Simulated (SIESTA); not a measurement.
SIESTA run on Se (R-3, 6 atoms in the cell): self-consistent single point

Computed with LDA PW92, numerical atomic orbitals TZP, PseudoDojo LDA standard norm-conserving potentials (rewritten from UPF to PSML) (SIESTA).

The input file:

```
# files in the folder: Se.psml (PseudoDojo LDA standard)
SystemName  Se
SystemLabel siesta

NumberOfAtoms                6
NumberOfSpecies              1
%block ChemicalSpeciesLabel
  1 34 Se
%endblock ChemicalSpeciesLabel
LatticeConstant              1.0 Ang
%block LatticeVectors
     5.683602000    3.281429000    1.621239000
    -5.683602000    3.281429000    1.621239000
     0.000000000   -6.562858000    1.621239000
%endblock LatticeVectors
AtomicCoordinatesFormat      ScaledCartesian
%block AtomicCoordinatesAndAtomicSpecies
     0.700390274    4.559840924    2.703869979  1
    -0.700390274   -4.559840924    2.159847021  1
    -4.299133389   -1.673364719    2.703869979  1
     4.299133389    1.673364719    2.159847021  1
     3.598743114   -2.886476206    2.703869979  1
    -3.598743114    2.886476206    2.159847021  1
%endblock AtomicCoordinatesAndAtomicSpecies

XC.functional                LDA
XC.authors                   PW92
PAO.BasisSize                TZP
PAO.EnergyShift              0.01 Ry
MeshCutoff                   350 Ry
%block kgrid.MonkhorstPack
    3   0   0  0.0
    0   3   0  0.0
    0   0   3  0.0
%endblock kgrid.MonkhorstPack
OccupationFunction           FD
ElectronicTemperature        580.23 K

MaxSCFIterations             150
SCF.Mixer.Method             Broyden
SCF.Mixer.Weight             0.25
SCF.Mixer.History            6
SCF.DM.Tolerance             1.0E-05
Diag.ParallelOverK           true
WriteForces                  true
```

Output, abridged:

```
reinit: Reading from file input.fdf

reinit: System Name: Se
reinit: System Label: siesta

coor:   Atomic-coordinates input format  =     Cartesian coordinates
coor:                                          (in units of alat)

siesta: Atomic coordinates (Bohr) and species
siesta:      1.32355   8.61685   5.10957  1        1
siesta:     -1.32355  -8.61685   4.08152  1        2
siesta:     -8.12418  -3.16220   5.10957  1        3
siesta:      8.12418   3.16220   4.08152  1        4
siesta:      6.80064  -5.45465   5.10957  1        5
siesta:     -6.80064   5.45465   4.08152  1        6

siesta: System type = bulk

initatomlists: Number of atoms, orbitals, and projectors:      6   132   108

siesta: ******************** Simulation parameters ****************************
redata: Spin configuration                          = none
redata: Time-Reversal Symmetry                      = T
redata: Number of Atomic Species                    =        1
redata: Mesh Cutoff                                 =   350.0000 Ry
redata: Net charge of the system                    =     0.0000 |e|
redata: Min. number of SCF Iter                     =        0
redata: Max. number of SCF Iter                     =      150
redata: SCF convergence failure will abort job
redata: SCF mix quantity                            = Hamiltonian
redata: Mix DM or H after convergence               =   F
redata: Recompute H after scf cycle                 =   F
redata: Mix DM in first SCF step                    =   T
redata: No kicks to SCF
redata: DM Mixing Weight for Kicks                  =     0.5000
redata: Require Harris convergence for SCF          =   F
redata: Harris energy tolerance for SCF             =     0.000100 eV
redata: Require DM convergence for SCF              =   T
redata: DM tolerance for SCF                        =     0.000010
redata: Require EDM convergence for SCF             =   F
redata: EDM tolerance for SCF                       =     0.001000 eV
redata: Require H convergence for SCF               =   T
redata: Hamiltonian tolerance for SCF               =     0.001000 eV
redata: Require (free) Energy convergence for SCF   =   F
redata: (free) Energy tolerance for SCF             =     0.000100 eV
redata: Using DFT-D3 dispersion                     =   F
redata: Using Saved Data (generic)                  =   F
redata: Method of Calculation                       = Diagonalization
redata: Electronic Temperature                      =   580.2300 K
redata: Number of TDED substeps                     =        3
redata: Dynamics option                             = Single-point calculation
redata: Save all siesta data in one NC              =   F
redata: ***********************************************************************

%block SCF.Mixers
  Broyden
%endblock SCF.Mixers

%block SCF.Mixer.Broyden
  # Mixing method
  method broyden

  # Mixing options
  weight 0.2500
  weight.linear 0.2500
  weight.prime 0.2500
  history 6
%endblock SCF.Mixer.Broyden

DM_history_depth set to one: no extrapolation allowed by default for geometry relaxation
Size of DM history Fstack: 1
Total number of electrons:    96.000000
Total ionic charge:    96.000000

* ProcessorY, Blocksize:    1  64

* Orbital distribution balance (max,min):   132   132

 Kpoints in:           18 . Kpoints trimmed:           14

siesta: k-grid: Number of k-points = 14
siesta: k-points from Monkhorst-Pack grid
siesta: k-cutoff (effective) =     7.296 Ang
siesta: k-point supercell and displacements
siesta: k-grid:     3     0     0      0.000
siesta: k-grid:     0     3     0      0.000
siesta: k-grid:     0     0     3      0.000

diag: Algorithm                                     = D&C
diag: Parallel over k                               =   F
diag: Use parallel 2D distribution                  =   F
diag: Parallel block-size                           = 64
diag: Parallel distribution                         =     1 x     1
diag: Used triangular part                          = Lower
diag: Absolute tolerance                            =  0.100E-15
diag: Orthogonalization factor                      =  0.100E-05
diag: Memory factor                                 =  1.0000

superc: Internal auxiliary supercell:     5 x     5 x     5  =     125
superc: Number of atoms, orbitals, and projectors:    750  16500  13500

                        Single-point calculation

superc: Internal auxiliary supercell:     5 x     5 x     5  =     125
superc: Number of atoms, orbitals, and projectors:    750  16500  13500

outcell: Unit cell vectors (Ang):
        5.683602    3.281429    1.621239
       -5.683602    3.281429    1.621239
        0.000000   -6.562858    1.621239

outcell: Cell vector modules (Ang)   :    6.760142    6.760142    6.760142
outcell: Cell angles (23,13,12) (deg):    114.4392    114.4392    114.4392
outcell: Cell volume (Ang**3)        :    181.4199
new_DM -- step:     1
Initializing Density Matrix...

Attempting to read DM from file... Failed...
DM filled with atomic data:

InitMesh: MESH = 64 x 64 x 64 = 262144
InitMesh: Mesh cutoff (required, used) =   350.000   350.441 Ry

stepf: Fermi-Dirac step function

        iscf     Eharris(eV)        E_KS(eV)     FreeEng(eV)     dDmax    Ef(eV) dHmax(eV)
   scf:    1   -19773.867365   -19773.156472   -19773.156472  0.904848 -3.495282  2.788044
   scf:    2   -19774.369097   -19773.808871   -19773.808871  0.071688 -3.745605  1.696547
   scf:    3   -19774.275834   -19774.099383   -19774.099383  0.087112 -4.077704  0.236163
   scf:    4   -19774.121121   -19774.112380   -19774.112380  0.009886 -4.119213  0.022659
   scf:    5   -19774.113493   -19774.113052   -19774.113052  0.003171 -4.109601  0.026454
   scf:    6   -19774.113207   -19774.113150   -19774.113150  0.001265 -4.114252  0.002248
   [... 2 lines left out ...]
   scf:    9   -19774.113153   -19774.113153   -19774.113153  0.000063 -4.113566  0.000447
   scf:   10   -19774.113153   -19774.113153   -19774.113153  0.000040 -4.113558  0.000331
   scf:   11   -19774.113153   -19774.113153   -19774.113153  0.000025 -4.113539  0.000239
   scf:   12   -19774.113153   -19774.113153   -19774.113153  0.000016 -4.113542  0.000190
   scf:   13   -19774.113153   -19774.113153   -19774.113153  0.000010 -4.113557  0.000148

SCF Convergence by DM+H criterion
max |DM_out - DM_in|         :     0.0000098490
max |H_out - H_in|      (eV) :     0.0001478168
SCF cycle converged after 13 iterations

Using DM_out to compute the final energy and forces

siesta: E_KS(eV) =           -19774.1132

siesta: E_KS - E_eggbox =    -19774.1132

siesta: Atomic forces (eV/Ang):
     1    0.421572   -1.229384   -1.246589
     2   -0.421572    1.229384    1.246589
     3    0.853891    0.979785   -1.246589
     4   -0.853891   -0.979785    1.246589
     5   -1.275464    0.249601   -1.246589
     6    1.275464   -0.249601    1.246589
   Tot    0.000000    0.000000    0.000000
   Max    1.275464
   Res    1.039727    sqrt( Sum f_i^2 / 3N )
   Max    1.275464    constrained

Stress tensor Voigt[x,y,z,yz,xz,xy] (kbar):      -19.71      -19.71       12.32        0.00       -0.00        0.00
(Free)E + p*V (eV/cell)   -19773.0904
Target enthalpy (eV/cell)   -19774.1132

siesta: Program's energy decomposition (eV):
siesta: Ebs     =     -3530.069480
siesta: Eions   =     21370.074409
siesta: Ena     =       958.916752
siesta: Ekin    =     12833.059198
siesta: Enl     =     -8338.770995
siesta: Eso     =         0.000000
siesta: Edftu   =         0.000000
siesta: DEna    =        34.996495
siesta: DUscf   =         1.865183
siesta: DUext   =         0.000000
siesta: Ex      =     -3608.399192
siesta: Ec      =      -285.706185
siesta: Exc     =     -3894.105377
siesta: Eharris =    -19774.113153
siesta: Etot    =    -19774.113153
siesta: FreeEng =    -19774.113153

siesta: Atomic forces (eV/Ang):
siesta:      1    0.421572   -1.229384   -1.246589
siesta:      2   -0.421572    1.229384    1.246589
siesta:      3    0.853891    0.979785   -1.246589
siesta:      4   -0.853891   -0.979785    1.246589
siesta:      5   -1.275464    0.249601   -1.246589
siesta:      6    1.275464   -0.249601    1.246589
siesta: ----------------------------------------
siesta:    Tot    0.000000    0.000000    0.000000

siesta: Stress tensor (static) (eV/Ang**3):
siesta:    -0.012302   -0.000000   -0.000000
siesta:     0.000000   -0.012302    0.000000
siesta:    -0.000000    0.000000    0.007692

siesta: Cell volume =        181.419917 Ang**3

siesta: Pressure (static):
siesta:                Solid            Molecule  Units
siesta:           0.00006140          0.00073974  Ry/Bohr**3
siesta:           0.00563760          0.06791983  eV/Ang**3
siesta:           9.03242573        108.81956576  kBar
```

The run converged in 13 iterations.

The starting cell comes from a database of computed structures (which also holds hypothetical and non-ambient phases and stackings), without a prior relaxation at this level. Its lattice was rescaled by up to half a per cent. Values carry the incompleteness of an atom-centred basis. Forces in this geometry exceed 1 eV/Å.
